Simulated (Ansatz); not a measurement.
CH3 on the 1x1 (0001) surface of hcp Re, one in a 2x2 cell: adsorption energies (eV for each) against CH4(g) − ½ H2(g) in Ansatz (plane waves, PAW). Structures relaxed with PBE; the other functionals are single points on them, with slab and gas at the same level. No dispersion, zero-point or thermal terms. Rows are starts at which the adsorbate stayed; left out, since it moved away, changed or didn't bind there, or the run didn't converge: bridge Re-Re (span 2.8 Å).

Model: 20-atom slab, 6.5 Å thick at the start under the adsorbate (thin: gaps and levels are the slab's own), 6x6x1 mesh, Fermi-Dirac 0.1 eV, dipole correction, 8 atoms held, the rest relaxed; each run with such symmetry as its start has; spin where the adsorbate may keep a moment, no spin-orbit, no U, no dispersion correction.

```json
[
 {"site": "top Re", "PBE": "0.87", "RPBE": "1.01", "r2SCAN": "0.78"},
 {"site": "hollow Re-Re-Re", "PBE": "0.23", "RPBE": "0.55", "r2SCAN": "0.11"},
 {"site": "hollow Re-Re-Re over Re at depth 2.1 Å", "PBE": "0.09", "RPBE": "0.42", "r2SCAN": "-0.12"}
]
```

RPBE moves the energies by 0.26 eV on average against PBE and puts 'hollow Re-Re-Re over Re at depth 2.1 Å' lowest, as PBE does. r2SCAN moves the energies by -0.14 eV on average against PBE and puts 'hollow Re-Re-Re over Re at depth 2.1 Å' lowest, as PBE does.

Ansatz is an electronic-structure program.
